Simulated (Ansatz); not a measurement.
CsLuS2 (R-3m), PBEsol, rigid bands (Ansatz, a program for electronic structure): band gap 1.85 eV, N_c = 2.99e19 cm⁻³ and N_v = 5.57e19 cm⁻³ at 300 K, conductivity masses along x (a = (1.98, 1.14, 7.91) Å; b = (-1.98, 1.14, 7.91) Å; c = (0.00, -2.28, 7.91) Å) of 0.402 mₑ (electrons) and 0.581 mₑ (holes). Take k_BT = 0.02585 eV.

Task: What built-in voltage has an abrupt junction with N_A = 1e17 and N_D = 1e17 cm⁻³, all dopants ionised?

Result: V_bi = E_g/e − (k_BT/e) ln(N_c N_v/(N_A N_D)) = 1.85 − 0.02585 × 12.02 = 1.54 V. It follows the computed gap one for one.

Task: Find the intrinsic carrier density and the intrinsic Fermi level.

Result: n_i = √(N_c N_v) exp(−E_g/2k_BT) = 4.08e19 × exp(−35.78) = 1.2e4 cm⁻³. The level lies (k_BT/2) ln(N_v/N_c) = 8 meV from mid-gap (positive towards the conduction band). Each 0.1 eV added to the gap lowers n_i by a factor of 6.9.

Task: What thermal injection velocity √(2k_BT/πm) limits a ballistic channel along the direction named?

Result: 8.49e6 cm/s for electrons and 7.06e6 cm/s for holes, a ratio of √(m_h/m_e) = 1.20, for dilute carriers.

Rigid, parabolic bands with the computed gap; masses take one relaxation time for all states. Spin-orbit coupling is left out; where it splits the top of the valence band, N_v and the p-type Seebeck coefficient come out somewhat high without it.

Computed structure with no diffraction record at hand here (it may be known, metastable or hypothetical): CsLuS2 (R-3m).
